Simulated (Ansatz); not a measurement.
The starting structures come from a database of crystals and need not be the phases stable at ambient conditions.

By PBEsol, the system below comes out a metal.

Without scattering a metal conducts by its projected Fermi surface.

Data:

```yaml
crystal:
  lattice:
    - [3.26257, 0.00000, 0.00000]
    - [0.00000, 5.99789, 0.00000]
    - [1.63129, -2.99894, 2.94014]
  atoms:
    - { symbol: Sn, position: [0.75000, 0.50000, 0.00000] }
    - { symbol: Sn, position: [0.00000, 0.00000, 0.00000] }
```

Space group of this cell: Imma. The cell is strained (lengths across the current scaled by 1.02, ions clamped); by PBEsol its mean pressure is -3.2 GPa.

The current flows along the normal of the first two printed cell vectors. No spin-orbit coupling; the value is a mean over 0.1 eV about the Fermi level.

Q: Estimate the ballistic conductance per area that PBEsol run with Ansatz (a program for electronic structure) returns for this system.

A: 0.82 × 10¹⁵ S/m² for both spins.
